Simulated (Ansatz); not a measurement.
## ScHfTaN₃ (model structure, P3m1, No. 156, 6 atoms in the cell): properties by level of theory

```
level (code)     equilibrium lattice constant a (Å)  lattice parameter c (Å)  bulk modulus (GPa)  cohesive energy (eV/atom)
---------------  ----------------------------------  -----------------------  ------------------  -------------------------
LDA (Ansatz)                                  3.118                    7.615                 297                          …
PBE (Ansatz)                                  3.173                        …                 259                       7.30
PBEsol (Ansatz)                               3.142                    7.671                 280                       7.89
r²SCAN (Ansatz)                                   …                    7.709                 276                          …
```

Task: Fill in the missing entries.

Result: 
- LDA (Ansatz, a program for electronic structure), cohesive energy (eV/atom): 8.56
- PBE (Ansatz), lattice parameter c (Å): 7.746
- r²SCAN (Ansatz), equilibrium lattice constant a (Å): 3.161
- r²SCAN (Ansatz), cohesive energy (eV/atom): 7.21

Caveats: the bulk modulus is −V dP/dV from two relaxed cells at ±2 % in volume (LDA, PBE, PBEsol, r²SCAN). Ansatz's density-functional and Hartree–Fock values are scalar-relativistic unless marked +SOC, with PAW data made under PBE.

Free atoms are spin-polarised, in the lowest state found; at levels without +SOC their spin–orbit coupling is left out.

Static lattice: no zero-point or thermal effects.

A model structure was made by putting elements into a prototype or built by hand; it is no filed structure, need not be a known phase, and can be a saddle point held by its symmetry.
